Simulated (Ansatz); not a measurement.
Defect migration in bixbyite In2O3: interstitial Cu, charge state +1. The step: one Cu atom jumps by itself; the atom moves 1.89 Å along (0.13, 0.00, 0.13) of the unit cell; the moving atom starts with neighbours In at 2.41; O at 1.88, O at 1.90, O at 2.11 Å and ends with In at 2.41; O at 1.88, O at 1.90, O at 2.11 Å. DFT values are from Ansatz (plane-wave PAW, 420 eV unless said) in a cell of 80 host sites, spin-restricted, static, with no finite-size correction. The charge state is imposed; whether it is stable for some Fermi level was not computed. Sites that were not tried may lie lower. For the PBE band: the saddle point's order was not checked.

| Level | Forward barrier (eV) | Cost of the band or of the saddle's single point |
|---|---|---|
| CHGNet universal potential (has no charge state), its own band | 0.20 | - |
| PBE, one k-point at (0.250, 0.250, 0.250), band relaxed | 0.27 | roughly 50 core-minutes |
| PBE, a 2×2×2 k-point mesh shifted by half a step, same geometries | 0.26 | very roughly 4 core-minutes |
| r2SCAN at 500 eV, one k-point at (0.250, 0.250, 0.250), same geometries | ___ | roughly 2.1 core-minutes |

### Question
Complete the blanks.

### Answer

- r2SCAN at 500 eV, one k-point at (0.250, 0.250, 0.250), same geometries, Forward barrier (eV): 0.35

Ansatz is an electronic-structure program.
